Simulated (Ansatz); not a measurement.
A user runs Ansatz (a program for electronic structure) on Lu₂CdS₄ (Fd-3m, 14 atoms in the cell) and asks whether the run is sound. The aim is a self-consistent single point with DFT, PBEsol, plane waves, default PAW files made with PBE.

This input was run:

Ansatz 0.2 input:
```yaml
crystal:
  lattice:
    - [0.00000000, 5.47250000, 5.47250000]
    - [5.47250000, 0.00000000, 5.47250000]
    - [5.47250000, 5.47250000, 0.00000000]
  atoms:
    - { symbol: S, position: [0.37800000, 0.37800000, 0.37800000] }
    - { symbol: S, position: [0.38400000, 0.87200000, 0.87200000] }
    - { symbol: S, position: [0.37800000, 0.37800000, 0.86600000] }
    - { symbol: S, position: [0.87200000, 0.38400000, 0.87200000] }
    - { symbol: S, position: [0.86600000, 0.37800000, 0.37800000] }
    - { symbol: S, position: [0.87200000, 0.87200000, 0.87200000] }
    - { symbol: S, position: [0.37800000, 0.86600000, 0.37800000] }
    - { symbol: S, position: [0.87200000, 0.87200000, 0.38400000] }
    - { symbol: Lu, position: [0.62500000, 0.62500000, 0.62500000] }
    - { symbol: Lu, position: [0.12500000, 0.62500000, 0.62500000] }
    - { symbol: Lu, position: [0.62500000, 0.62500000, 0.12500000] }
    - { symbol: Lu, position: [0.62500000, 0.12500000, 0.62500000] }
    - { symbol: Cd, position: [0.00000000, 0.00000000, 0.00000000] }
    - { symbol: Cd, position: [0.25000000, 0.25000000, 0.25000000] }
total_charge: 1.0
kpoints:
  mp_grid: { grid: [3, 3, 3] }
hamiltonian:
  xc: pbesol
  pseudopotentials: { kind: paw }
scf:
  occupations: { method: methfessel_paxton, width: 0.1 }
output:
  forces: true
  eigenvalues: true
  stress: true
```

The program printed (abridged):

```
WARN basis.ecutwfc = 420 eV, the default
WARN ansatz: RAYON_NUM_THREADS=1 ignored (pool sized by the plan → 1); use --threads N
Pseudopotentials: kind: paw
Pseudopotential: S, paw, valence charge 6
Pseudopotential: Lu, paw, valence charge 25
Pseudopotential: Cd, paw, valence charge 20
   [... lines left out ...]
Bands: 113, of which v1, the nominal top of the filled ones, is band 94 counted from 1 (93 counted from 0)
Symmetry: 48 space group operations
Space group: Fd-3m (ITA 227), of the structure as read, at distance tolerance 6.9e-5 Å
k-points: 4 of 27
PAW frozen core: S, regenerated for the run's functional, and the local potential with it
PAW frozen core: Lu, regenerated for the run's functional, and the local potential with it
PAW frozen core: Cd, regenerated for the run's functional, and the local potential with it
Initial density: superposition of atomic densities (neutral atoms scaled as one to the charged cell's electrons …
Initial wavefunctions: pseudopotential atomic-orbital guess
Eigensolver: davidson
Functional: x = pbesol(κ = 0.804, μ = 0.12345679012345678), c = pbesol(β = 0.046)
SCF iter   1: F=—  HF=-81925.320588 eV  |F-HF|=—  |Δ(HF+E_count)|=         —  Δρ=2.80e-2  dr2=3.77e0  ethr=1.77e-3  ⟨swp⟩=7.8  Hψ=2152  notcnv=0  defer=6
all-band conjugate gradients solve this SCF's bands
preconditioner: auto → LDOS
SCF iter   2: F=—  HF=-81924.458918 eV  |F-HF|=—  |Δ(HF+E_count)|=   8.62e-1  S|Δr|=    0.00e0  Δρ=1.69e-2  dr2=1.16e0  ethr=1.77e-3  ⟨swp⟩=4.5  Hψ=1137  notcnv=0  defer=50
   [... lines left out ...]
SCF iter   7: F=—  HF=-81924.051432 eV  |F-HF|=—  |Δ(HF+E_count)|=   1.56e-4  S|Δr|=    0.00e0  Δρ=3.10e-5  dr2=5.02e-6  ethr=4.72e-8  ⟨swp⟩=3.0  Hψ=787  notcnv=0  defer=50
SCF iter   8: F=—  HF=-81924.051432 eV  |F-HF|=—  |Δ(HF+E_count)|=   2.20e-7  S|Δr|=    0.00e0  Δρ=8.34e-6  dr2=1.30e-7  ethr=2.68e-9  ⟨swp⟩=2.8  Hψ=882  notcnv=0  defer=50
SCF iter   9: F=-81924.051432 eV  HF=-81924.051432 eV  |F-HF|=4.70e-8  |Δ(HF+E_count)|=   7.00e-8  S|Δr|=    0.00e0  Δρ=4.90e-6  dr2=5.21e-8  ethr=5.35e-11  ⟨swp⟩=18.2  Hψ=3768  notcnv=0
SCF 1 converged in 9 iterations: F = -81924.051432 eV  dr2 = 5.21e-8
Stability not checked (fill_not_monotonic)
Free energy (F): -81924.051432 eV
Internal energy: -81924.037345 eV  (E = F + TS)
E sigma→0 (E₀):  -81924.047910 eV
Entropy (-TS):   -0.014087 eV (-1.006 meV/atom)
Fermi energy:    7.985412 eV
--- Forces (eV/Å), atoms counted from 1 ---
  atom   1  S      0.74851379     0.74851379     0.74851379
  atom   2  S     -0.74851379     0.74851379     0.74851379
  atom   3  S     -0.74851379    -0.74851379     0.74851379
   [... lines left out ...]
  atom  14  Cd     0.00000000    -0.00000000    -0.00000000
--- Stress (GPa, compression-positive) ---
        0.033897       0.000000      -0.000000
        0.000000       0.033897       0.000000
       -0.000000       0.000000       0.033897
  P = ⅓ Tr σ = 0.0339 GPa (0.339 kbar)
  The stress holds the Pulay correction. Without it, at fixed plane waves, as pw.x and ABINIT print it: P = 0.0057 GPa
```

Problem. Is anything amiss in this input, and did it matter?

Solution. The run is not sound. The fault is an unintended net charge. A charged periodic cell changes the electron count and is neutralised by a uniform background, so energy, forces and pressure belong to another system. To fix it, remove the charge. The run converged in 9 iterations without an error; against the sound input the pressure goes from -0.59 to 0.03 GPa, the largest force goes from 1.402 to 1.296 eV/Å and no clean gap remains on the mesh (levels overlap or are partly filled), against 0.88 eV before.

An input that runs soundly differs in these lines (not the only fix; some lines may just follow from the change or write a value another way):
```diff
-total_charge: 1.0
```

With that input, the run converged in 9 iterations: free energy E − TS (on the zero of these files) -81915.9415 eV; gap on the k-point mesh 0.88 eV; pressure -0.59 GPa; largest force (vector length) 1.402 eV/Å (DFT, PBEsol, plane waves, default PAW files made with PBE).

On the sound input: the starting cell comes from a database of published, mostly measured structures (it also holds non-ambient and calculated ones), without a prior relaxation at this level. Spin-orbit coupling is off. Forces in this geometry exceed 1 eV/Å. Ansatz's pressure includes its estimate of the finite-basis (Pulay) stress.
